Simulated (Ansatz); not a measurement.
The starting structures come from a database of crystals and need not be the phases stable at ambient conditions.

 Where the default PAW files enter, the runs use the earlier of Ansatz's two default sets.

The decay constant κ of evanescent states in the gap governs leakage through a thin film.

```
CELL_PARAMETERS angstrom
      4.25926     0.00000     0.00000
      0.00000     4.93680     0.00000
      2.12963     0.00000     6.16674
ATOMIC_POSITIONS crystal
  Tl 0.38000 0.75000 0.24001
  Tl 0.62000 0.25000 0.75999
  Cl 0.86761 0.25000 0.26479
  Cl 0.13239 0.75000 0.73521
```

Space group of this cell: Cmcm. The cell was relaxed by PBE-D3(BJ); by PBEsol its mean pressure is -1.9 GPa.

Transport runs along the normal of the first two printed cell vectors.

The gap is the functional's own. No spin-orbit coupling. Mid-gap values are interpolated on the energy grid.

**Question.** Estimate the band gap and the smallest decay constant κ at mid-gap that PBEsol in Ansatz (an electronic-structure program) returns for this system.

**Answer.** Gap 2.39 eV on a 8×6×8 mesh; κ = 0.234 1/Å, at (0.000, 0.500) of the in-plane reciprocal vectors. At the zone centre, at the nearest computed energy, the slowest state has κ = 0.25 1/Å.
